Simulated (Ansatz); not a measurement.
This concerns the formation energy of O_i in Ag (fcc, Fm-3m). Reaction: 32 Ag (fcc) + 1/2 O2 (gas) → cell A.

Cell A: a supercell of 32 sites of Ag (fcc, Fm-3m) with O off the lattice sites (6 Ag at 2.26 Å); spin state with PBE: run without spin, k-point mesh 5×5×5.
```
CELL_PARAMETERS angstrom
      8.29571     0.00000     0.00000
      0.00000     8.29571     0.00000
      0.00000     0.00000     8.29571
ATOMIC_POSITIONS crystal
  Ag 0.97716 0.00000 0.00000
  Ag 0.99951 0.25049 0.25049
  Ag 0.25000 0.00000 0.27284
  Ag 0.25000 0.27284 0.00000
  Ag 0.99531 0.00000 0.50000
  Ag 0.99951 0.25049 0.74951
  Ag 0.25000 0.00000 0.72716
  Ag 0.25000 0.25469 0.50000
  Ag 0.99531 0.50000 0.00000
  Ag 0.99951 0.74951 0.25049
  Ag 0.25000 0.50000 0.25469
  Ag 0.25000 0.72716 0.00000
  Ag 0.99868 0.50000 0.50000
  Ag 0.99951 0.74951 0.74951
  Ag 0.25000 0.50000 0.74531
  Ag 0.25000 0.74531 0.50000
  Ag 0.52284 0.00000 0.00000
  Ag 0.50049 0.25049 0.25049
  Ag 0.75000 0.00000 0.25469
  Ag 0.75000 0.25469 0.00000
  Ag 0.50469 0.00000 0.50000
  Ag 0.50049 0.25049 0.74951
  Ag 0.75000 0.00000 0.74531
  Ag 0.75000 0.25132 0.50000
  Ag 0.50469 0.50000 0.00000
  Ag 0.50049 0.74951 0.25049
  Ag 0.75000 0.50000 0.25132
  Ag 0.75000 0.74531 0.00000
  Ag 0.50132 0.50000 0.50000
  Ag 0.50049 0.74951 0.74951
  Ag 0.75000 0.50000 0.74868
  Ag 0.75000 0.74868 0.50000
  O  0.25000 0.00000 0.00000
```

Reference: Ag (fcc, Fm-3m), 32 atoms in the cell, a perfect crystal on lattice vectors that match the other cells', k-point mesh 5×5×5 on the run's own vectors.

Reference: an isolated O2 molecule (triplet) in a box of 11 × 11 × 13 Å.

Computed with Ansatz (plane waves, PAW), its default PAW set, cutoff 500 eV. The structures are at rest with PBE, within the held lattices; other levels are single points on them. Neutral cells; Fermi-Dirac smearing of at most 0.10 eV in the solids, energies taken to zero width. The lattices are those relaxed with PBE, so at other levels the solids can be strained. Larger cells are relaxed from a start prepared with the learned potential CHGNet, on a coarser mesh till forces fall under 0.03 eV/Å, which some starts already meet. A dispersion term (D3(BJ), or D4 for r2SCAN) was computed beside these levels and is taken off wherever the name lacks it. Nuclei at rest; no vibrational terms. The structures are the rest points that the relaxations reached, not proven lowest. No correction for cell size. Mesh and cell size may move defect energies by 0.1 eV or more. Cell A has symmetry Pm-3m and got no random move, so less symmetric positions, which may lie lower, weren't tried.

Q: What is the computed value (r2SCAN)?

A: -0.01 eV, for 32 Ag (fcc) + 1/2 O2 (gas) → cell A.

Ansatz is a quantum-chemistry and plane-wave program.
